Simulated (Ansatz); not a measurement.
**Cs: x(Li) = 0.5, 4 atoms, Cmme**

Consider Cs in the bcc (W type) structure (space group Im-3m, No. 229; a = 6.2752 Å).

The other end (x = 1) is Li in the bcc (W type) structure (space group Im-3m, No. 229): 21.03 Å³/atom, gap zero.

Modification: Li replaces 50.0 % of the Cs, ordered in a cell of 4 atoms (starting symmetry Cmme) and fully relaxed.

Level of theory: Ansatz (an electronic-structure program), r2SCAN, PAW, cutoff 500 eV, no spin-orbit coupling. k-mesh 10×10×4 (Γ-centred); smearing 0.05 eV (Fermi–Dirac), for the changed cell.

The volume per atom falls by 61.947 Å³ to 61.61 Å³ and the density increases by 0.098 g/cm³ to 1.88 g/cm³. The band gap is still zero and the mixing energy amounts to +0.15 eV/atom (to 0.01 eV only: unlike meshes or grids). The deviation of the volume from the linear (Vegard-type) interpolation is -14.8 %.

Final structure:

```
CsLi
1.0
    3.21582    -3.21675     0.00000
    3.21582     3.21675     0.00000
    0.00000     0.00000    11.91095
Cs Li
2 2
Direct
  0.75000   0.25000   0.79534
  0.25000   0.75000   0.20466
  0.75000   0.25000   0.47003
  0.25000   0.75000   0.52997
```

Cost of the whole job for the changed cell (relaxation, final SCF and bands): roughly 7 core-minutes.

Each cell is one ordered arrangement of few atoms, which overstates ordering effects compared with a random alloy. Stability against distortions was not tested. The final runs are not spin-polarised. Under x(Li) = 0.5, 4 atoms, Cmme the cell changed shape so far that it is another structure.
